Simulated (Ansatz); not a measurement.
**TaN: pressure series**

Base system: TaN (space group P-6m2, No. 187; a = 2.936 Å, c = 2.885 Å).

Cell and atoms are relaxed at each pressure.

The values are results of r2SCAN in Ansatz (plane waves to 500 eV, PAW, scalar-relativistic without spin-orbit coupling), earlier PAW set, not measurements.

```
variant           shortest interatomic distance      density
----------------  -----------------------------  -----------
base                                    2.226 Å  15.03 g/cm³
pressure −2 GPa                         2.230 Å  14.94 g/cm³
pressure −1 GPa                         2.228 Å  14.99 g/cm³
pressure 1.8 GPa                        2.222 Å  15.10 g/cm³
pressure 4.2 GPa                        2.218 Å  15.20 g/cm³
pressure 9 GPa                          2.209 Å  15.39 g/cm³
pressure 18 GPa                         2.193 Å  15.73 g/cm³
pressure 30 GPa                         2.174 Å  16.15 g/cm³
pressure 45 GPa                         2.153 Å  16.63 g/cm³
pressure 60 GPa                         2.135 Å  17.07 g/cm³
```

The mesh was chosen for an insulator and is coarse for the gapless case. Load acts through the strain it causes; cell and atoms are relaxed under it. No phonon test of stability was made. No other phases were tried under pressure. All final runs are without spin polarisation. This is not the structure that TaN has at room temperature and ambient pressure.

Ansatz is an electronic-structure program.
